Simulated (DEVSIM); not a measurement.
Structure: Al/HfO2/SiO2/n-Si capacitor, at 300 K.

Layer 1 from the left is HfO2, thickness (nm) 2.70. Layer 2 from the left is SiO2, thickness (nm) 0.510. Layer 3 from the left is Si, thickness (nm) 400, Nd (cm⁻³) 2.1e18.

Metal gate on the left, work function 4.1 eV. Fixed charge at the semiconductor interface -2.9e10 cm⁻² (in units of +e); interface traps 1.4e12 cm⁻² eV⁻¹, uniform in energy, neutral level at 0.7 of the gap above the valence band.

This is a model device: material constants are rounded textbook-type values typed into the input, and sizes, dopings and lifetimes were drawn at random. Values at 300 K.

HfO2: gap (eV) 5.7, affinity (eV) 2.5, permittivity 22. SiO2: gap (eV) 9, affinity (eV) 0.9, permittivity 3.9. Si: gap (eV) 1.124, affinity (eV) 4.05, permittivity 11.7, Nc (cm⁻³) 2.86e19, Nv (cm⁻³) 3.1e19.

Model (solved in DEVSIM): 1D Poisson equation in equilibrium, Boltzmann statistics, complete ionisation; no quantum confinement or tunnelling. Metal contacts follow the ideal Schottky-Mott rule: no Fermi-level pinning, no interface dipoles.

**Question.** What does the simulation give for the minimum of the low-frequency capacitance, the flat-band voltage?

**Answer.** minimum of the low-frequency capacitance 0.576 μF/cm²; flat-band voltage 0.00 V.
